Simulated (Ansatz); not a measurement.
The starting structures come from a database of crystals and need not be the phases stable at ambient conditions.

Inside the gap of an insulator the Bloch states are evanescent, with a wavenumber k + iκ along the transport direction.

Here is the system:

```
CdTe
1.0
    4.54061     0.00000     0.00000
   -2.27030     3.93228     0.00000
    0.00000     0.00000     7.60243
Cd Te
2 2
Cartesian
  0.00000   2.62152   0.00274
  2.27030   1.31076   3.80395
  0.00000   2.62152   2.84817
  2.27030   1.31076   6.64939
```

Space group of this cell: P6_3mc, wurtzite. The cell is strained (lengths across the current scaled by 0.98, ions clamped); by r2SCAN its mean pressure is 1.7 GPa.

Transport runs along the normal of the first two printed cell vectors, the (001) (indices of the unstrained crystal) plane of the conventional cell.

The gap is the functional's own, uncorrected, and κ follows it; spin-orbit coupling is left out. Mid-gap values are interpolated between the computed energies.

**Question.** Predict the band gap and the smallest decay constant κ at mid-gap from r2SCAN (Ansatz, a quantum-chemistry and plane-wave program).

**Answer.** Gap 1.31 eV on a 12×12×4 mesh; κ = 0.089 1/Å, at the zone centre.
